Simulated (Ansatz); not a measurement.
# VN: response to strain

Base system: VN in the rock salt structure (space group Fm-3m, No. 225; a = 4.073 Å). Axes: x, y, z lie along the cube axes.

Strains are applied to the cell and any free atomic positions relax; under biaxial strain the out-of-plane vector relaxes too.

Level of theory: Ansatz (a program for electronic structure), PBEsol, PAW, cutoff 420 eV, no spin-orbit coupling.

Notes on the quantities. energy relative to the base: free energy F.

```json
[
 {"variant": "base", "energy relative to the base": "0 meV/atom", "volume per atom": "8.45 Å³", "space group": "Fm-3m (No. 225)"},
 {"variant": "biaxial strain +3.42 %, plane normal [001], relaxed out of plane", "energy relative to the base": "+42 meV/atom", "volume per atom": "8.89 Å³", "space group": "I4/mmm (No. 139)"},
 {"variant": "biaxial strain +2.84 %, plane normal [110], relaxed out of plane", "energy relative to the base": "+24 meV/atom", "volume per atom": "8.73 Å³", "space group": "Immm (No. 71)"},
 {"variant": "biaxial strain −1.27 %, plane normal [111], relaxed out of plane", "energy relative to the base": "+4.5 meV/atom", "volume per atom": "8.34 Å³", "space group": "R-3m (No. 166)"},
 {"variant": "isotropic strain −2.92 %", "energy relative to the base": "+77 meV/atom", "volume per atom": "7.73 Å³", "space group": "Fm-3m (No. 225)"},
 {"variant": "isotropic strain +0.99 %", "energy relative to the base": "+7.7 meV/atom", "volume per atom": "8.70 Å³", "space group": "Fm-3m (No. 225)"},
 {"variant": "uniaxial strain ε_yy = +5.19 %", "energy relative to the base": "+39 meV/atom", "volume per atom": "8.89 Å³", "space group": "I4/mmm (No. 139)"},
 {"variant": "uniaxial strain ε_zz = +1.16 %", "energy relative to the base": "+2.3 meV/atom", "volume per atom": "8.55 Å³", "space group": "I4/mmm (No. 139)"},
 {"variant": "tensor shear ε_xz = −0.79 %", "energy relative to the base": "+0.9 meV/atom", "volume per atom": "8.45 Å³", "space group": "Immm (No. 71)"},
 {"variant": "tensor shear ε_xz = −0.66 %", "energy relative to the base": "+0.6 meV/atom", "volume per atom": "8.45 Å³", "space group": "Immm (No. 71)"}
]
```

A biaxial case was relaxed in a doubled cell and then solved in the primitive one. Without a gap, meshes like the base's 20×20×20 leave anisotropic stresses uncertain by several tenths of a GPa, and small strain energies with them. Stability against distortions was not tested. Starting moments died away, wholly or in part, for the base; another magnetic solution may exist. All final runs are without spin polarisation.
